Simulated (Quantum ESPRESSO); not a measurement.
# Quick settings and what they miss: In2O3 (Ia-3, 40 atoms in the cell)

Self-consistent single point.

```yaml
crystal:
  lattice:
    - [-5.11971, 5.11971, 5.11971]
    - [5.11971, -5.11971, 5.11971]
    - [5.11971, 5.11971, -5.11971]
  atoms:
    - { symbol: In, position: [0.50000, 0.50000, 0.50000] }
    - { symbol: In, position: [0.50000, 0.00000, 0.00000] }
    - { symbol: In, position: [0.00000, 0.00000, 0.50000] }
    - { symbol: In, position: [0.00000, 0.50000, 0.00000] }
    - { symbol: In, position: [0.25000, 0.71650, 0.46650] }
    - { symbol: In, position: [0.75000, 0.78350, 0.03350] }
    - { symbol: In, position: [0.46650, 0.25000, 0.71650] }
    - { symbol: In, position: [0.03350, 0.75000, 0.78350] }
    - { symbol: In, position: [0.71650, 0.46650, 0.25000] }
    - { symbol: In, position: [0.78350, 0.03350, 0.75000] }
    - { symbol: In, position: [0.75000, 0.28350, 0.53350] }
    - { symbol: In, position: [0.25000, 0.21650, 0.96650] }
    - { symbol: In, position: [0.53350, 0.75000, 0.28350] }
    - { symbol: In, position: [0.96650, 0.25000, 0.21650] }
    - { symbol: In, position: [0.28350, 0.53350, 0.75000] }
    - { symbol: In, position: [0.21650, 0.96650, 0.25000] }
    - { symbol: O, position: [0.53610, 0.77370, 0.54340] }
    - { symbol: O, position: [0.73030, 0.99270, 0.95660] }
    - { symbol: O, position: [0.76970, 0.72630, 0.26240] }
    - { symbol: O, position: [0.96390, 0.50730, 0.23760] }
    - { symbol: O, position: [0.54340, 0.53610, 0.77370] }
    - { symbol: O, position: [0.95660, 0.73030, 0.99270] }
    - { symbol: O, position: [0.26240, 0.76970, 0.72630] }
    - { symbol: O, position: [0.23760, 0.96390, 0.50730] }
    - { symbol: O, position: [0.77370, 0.54340, 0.53610] }
    - { symbol: O, position: [0.99270, 0.95660, 0.73030] }
    - { symbol: O, position: [0.72630, 0.26240, 0.76970] }
    - { symbol: O, position: [0.50730, 0.23760, 0.96390] }
    - { symbol: O, position: [0.46390, 0.22630, 0.45660] }
    - { symbol: O, position: [0.26970, 0.00730, 0.04340] }
    - { symbol: O, position: [0.23030, 0.27370, 0.73760] }
    - { symbol: O, position: [0.03610, 0.49270, 0.76240] }
    - { symbol: O, position: [0.45660, 0.46390, 0.22630] }
    - { symbol: O, position: [0.04340, 0.26970, 0.00730] }
    - { symbol: O, position: [0.73760, 0.23030, 0.27370] }
    - { symbol: O, position: [0.76240, 0.03610, 0.49270] }
    - { symbol: O, position: [0.22630, 0.45660, 0.46390] }
    - { symbol: O, position: [0.00730, 0.04340, 0.26970] }
    - { symbol: O, position: [0.27370, 0.73760, 0.23030] }
    - { symbol: O, position: [0.49270, 0.76240, 0.03610] }
```

Method: PBEsol, GBRV 1.5 ultrasoft (PBESOL) pseudopotentials (plane waves; Quantum ESPRESSO).

Base settings: ecutwfc = 40 Ry; ecutrho = 200 Ry; occupations = smearing; smearing = mp; degauss = 0.019992 Ry; potentials = {In: in_pbesol_v1.4.uspp.F.UPF, O: o_pbesol_v1.2.uspp.F.UPF}; K_POINTS = automatic 2 2 2 0 0 0; conv_thr = 1e-09 Ry; mixing_beta = 0.3.

Tight run (finer mesh or higher cutoff; not a proven limit): ecutwfc: 40 Ry → 56 Ry; ecutrho: 200 Ry → 280 Ry; conv_thr: 1e-09 Ry → 7.3e-11 Ry; K_POINTS: automatic 2 2 2 0 0 0 → automatic 5 5 5 0 0 0. It gave top of the valence band (on the code's own zero) 8.14 eV; gap on the k-point mesh 0.92 eV; pressure -4.43 GPa; largest force (vector length) 0.279 eV/Å.

Quick runs, as changes from the base:
- A: the base itself
- B: ecutwfc: 40 Ry → 20 Ry; ecutrho: 200 Ry → 100 Ry; smearing: mp → fd
- C: ecutwfc: 40 Ry → 24 Ry; ecutrho: 200 Ry → 120 Ry; degauss: 0.019992 Ry → 0.0099958 Ry; K_POINTS: automatic 2 2 2 0 0 0 → automatic 3 3 3 0 0 0

Energies are extrapolated to zero smearing width, which holds to low order in the width alone (under cold and Methfessel-Paxton smearing the free energy itself is taken).

Dashes: gap of B, no gap found.

Gaps are read on each run's own mesh, which may miss the band edges.

The count of work is k-points × plane waves × bands × iterations; it is no time. Core times come from one kind of shared machine and are given to one figure; runs under 30 s give none.

The starting cell was generated: these elements placed on a structure prototype, without a prior relaxation; it need not be a known phase or ordering of this composition. Its lattice was rescaled by a random factor within 2.5 % of one. In the base run, with a pressure of about -5 GPa the cell is away from its equilibrium volume at this level.

```tsv
run	energy less tight (meV/atom)	pressure less tight (GPa)	largest miss in a force vector (eV/Å)	gap on the mesh less tight (eV)	count of work / tight	core time / tight (rough)
A	26.4	-0.69	0.002	-0.004	0.15	0.2
B	6226.1	-327.92	0.400	–	0.055	0.06
C	1606.9	-113.32	0.083	-0.133	0.094	0.10
```

Among the runs at the tight run's level, the energy misses run from 26.4 to 6226.1 meV/atom.

Left out of this page: 3 runs of the series outside the window shown, repeating another row's setting, or not comparable.
